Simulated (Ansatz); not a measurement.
**Ir in the diamond structure (space group Fd-3m, No. 227; a hypothetical phase, not in the database extracts checked)**

Ir is modelled in the cubic space group Fd-3m, origin choice 1 (No. 227), the diamond structure, Pearson symbol cF8. Lattice parameters: a = b = c = 5.5062 Å, α = β = γ = 90.00°. Ir on 8a is coordinated by 4 Ir at 2.384 Å (tetrahedral). (Neighbours: up to the widest gap in distance over summed covalent radii, below 1.35, at either atom.)
(The calculation used a cell of 2 atoms; values per cell refer to that cell.)

Computed with PBEsol (Ansatz, a program for electronic structure), spin-orbit coupling left out. Γ-centred 15×15×15 mesh, Fermi–Dirac width 0.05 eV.

```json
{
  "volume_per_atom": "20.87 Å³",
  "density": "15.30 g/cm³",
  "band_gap": "zero",
  "total_energy": "-11797.826 eV/atom (σ→0; compares only within this code and set-up)"
}
```

Stability against distortions was not tested. All final runs are without spin polarisation.
